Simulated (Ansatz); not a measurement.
# Re, response to strain

The parent structure is Re in the hcp (Mg type) structure (space group P6_3/mmc, No. 194; a = 2.7764 Å, c = 4.4809 Å; relaxed with 0.1 eV smearing).

Strains are applied to the cell and any free atomic positions relax.

Calculations: PBE in Ansatz (plane waves to 420 eV, PAW, no SOC).

Candidates:
(a) isotropic strain −3.00 %
(b) isotropic strain +2.50 %
(c) isotropic strain +3.00 %
(d) isotropic strain −2.00 %

Notes on the quantities. energy relative to the base: free energy F.

**Question.** Order them by energy relative to the base, lowest first.

**Answer.** (d) isotropic strain −2.00 % (+66 meV/atom), (b) isotropic strain +2.50 % (+88 meV/atom), (c) isotropic strain +3.00 % (+124 meV/atom), (a) isotropic strain −3.00 % (+153 meV/atom)

Whether these cells are dynamically stable was not tested. All final runs are without spin polarisation.

Ansatz is a first-principles code.
